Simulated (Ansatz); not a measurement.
Structures of equal composition on the (111)B surface of 3C silicon carbide (C plane on top): (√3x√3)R30° Ga adatom at H3; (√3x√3)R30° Ga adatom at T4. The slabs share one bottom face, and each structure is named by its start. These are constructed structures in small cells; real faces may alloy, dewet or reconstruct in larger ones, and not all known structures of the face are among them. Slabs of about 11 Å with all that they carry, Fermi-Dirac smearing of 0.025 eV. Bottom of the slabs: H caps. Relaxed from the named starts with such symmetry as they have, on meshes of like density; energies extrapolated to zero smearing; no spin-orbit coupling, no U. Spin-polarised runs, if any, are marked in brackets, and their order is one that fits the cell; the others ran without spin. Where a second, spin-polarised start was run, the lower counts.

Host crystal: 3C silicon carbide, with a band gap (PBE, scalar-relativistic without spin-orbit coupling).

The numbers are results of PBE (plane waves to 420 eV, PAW; Ansatz, an electronic-structure program), not measurements.

Put the candidates in order of energy per 1x1 cell, lowest first, for PBE.

(√3x√3)R30° Ga adatom at H3 (0.000 eV, gap 1.16 eV on the mesh), (√3x√3)R30° Ga adatom at T4 (0.166 eV, gap 0.80 eV on the mesh)
